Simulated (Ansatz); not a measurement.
Nb2B2Si (model structure, started from the Fe2AlB2 type, Cmmm, No. 65, 5 atoms in the cell) was calculated with r²SCAN in Ansatz (plane waves, PAW).

Run with plane-wave cutoff 560 eV, 18×18×18 k mesh, Fermi–Dirac smearing 0.05 eV, no spin polarisation, scalar-relativistic PAW data made under PBE.

Cell (relaxed at this level):

```cif
data_B2Nb2Si
_chemical_formula_sum 'Si1 Nb2 B2'
_space_group_name_H-M_alt 'P 1'
_space_group_IT_number 1
_cell_length_a 5.71661
_cell_length_b 5.71661
_cell_length_c 3.34996
_cell_angle_alpha 90.000
_cell_angle_beta 90.000
_cell_angle_gamma 148.004
loop_
_space_group_symop_operation_xyz
  'x, y, z'
loop_
_atom_site_label
_atom_site_type_symbol
_atom_site_fract_x
_atom_site_fract_y
_atom_site_fract_z
_atom_site_occupancy
Si1 Si 0.00000 0.00000 0.00000 1
Nb1 Nb 0.36625 0.63375 0.50000 1
Nb2 Nb 0.63375 0.36625 0.50000 1
B1 B 0.20911 0.79089 0.00000 1
B2 B 0.79089 0.20911 0.00000 1
```

What does this level give for the bulk modulus B0?


- bulk modulus B0 = 226 GPa

Note: the run has no spin polarisation, so it can have missed a magnetic state; the bulk modulus is −V dP/dV from two relaxed cells at ±2 % in volume; the relaxation could raise the start's symmetry but not lower it, so the cell can be a saddle point.

Computed values are for the static lattice.

The result took roughly 27 core-minutes.

A model structure was made by putting elements into a prototype or built by hand; it is no filed structure, need not be a known phase, and can be a saddle point held by its symmetry.

Ansatz is a quantum-chemistry and plane-wave program.
